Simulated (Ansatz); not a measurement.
## Ni₃Ge under load (space group Cmmm): band-structure transport figures

Here is the system:

```xyz
4
Lattice="3.5372 0.0153 0.0000 0.0153 3.5372 0.0000 0.0000 0.0000 3.5121" Properties=species:S:1:pos:R:3 pbc="T T T"
Ni     1.7686     0.0077     1.7561
Ni     0.0077     1.7686     1.7561
Ni     1.7763     1.7763     0.0000
Ge     0.0000     0.0000     0.0000
```

These are PBEsol, rigid bands (plane waves, PAW, scalar-relativistic; Ansatz, an electronic-structure program) values and carry that method's errors. Condition of this run: uniaxial stress along [110] of -2 GPa (compression positive) (the target of the relaxation). Geometry: cell and atoms relaxed with PBEsol, then loaded as said.

```
Item                                                                   Value
------------------------------------  --------------------------------------
density of states at the Fermi level       2.24 states/(eV·cell), both spins
bare Sommerfeld coefficient                        1.32 mJ/(mol of atoms·K²)
Drude plasma energy                          1.75 (x), 1.75 (y), 1.81 (z) eV
root-mean-square Fermi velocity                                    1.5e5 m/s
resistivity times τ                   160 (x), 160 (y), 149 (z) ×10⁻²² Ω·m·s
```

A metal at this level (no band gap); rigid bands, thermally averaged at 300 K, both spins. Spin-orbit coupling is left out. τ is one relaxation time for all states.

Treated as nonmagnetic (a ferromagnetic start lost its moment, other orders weren't tried): Ni3Ge under load (space group Cmmm).
